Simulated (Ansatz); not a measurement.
NbN: response to strain

Consider NbN in the rock salt structure (space group Fm-3m, No. 225).

```
NbN
1.0
    0.00000     2.19004     2.19004
    2.19004     0.00000     2.19004
    2.19004     2.19004     0.00000
N Nb
1 1
Cartesian
  0.00000   0.00000   0.00000
  2.19004   2.19004   2.19004
```

Cartesian axes are those of the cell as printed.

Strains are applied to the cell and any free atomic positions relax.

The values are results of PBEsol (Ansatz, a first-principles code; PAW; 420 eV plane waves; without spin-orbit coupling), not measurements.

Candidates:
(a) strain tensor (xx, yy, zz, yz, xz, xy) = (−2.38, +0.09, +2.65, +0.07, +0.15, +1.02) %
(b) uniaxial strain ε_zz = +3.28 %
(c) isotropic strain −1.88 %

Notes on the quantities. energy relative to the base: free energy F.

**Question.** Order them by energy relative to the base, lowest first.

**Answer.** (b) uniaxial strain ε_zz = +3.28 % (+22 meV/atom), (a) strain tensor (xx, yy, zz, yz, xz, xy) = (−2.38, +0.09, +2.65, +0.07, +0.15, +1.02) % (+25 meV/atom), (c) isotropic strain −1.88 % (+37 meV/atom)

Without a gap, meshes like the base's 18×18×18 leave anisotropic stresses uncertain by several tenths of a GPa, and small strain energies with them. Stability against distortions was not tested. The final runs are not spin-polarised.
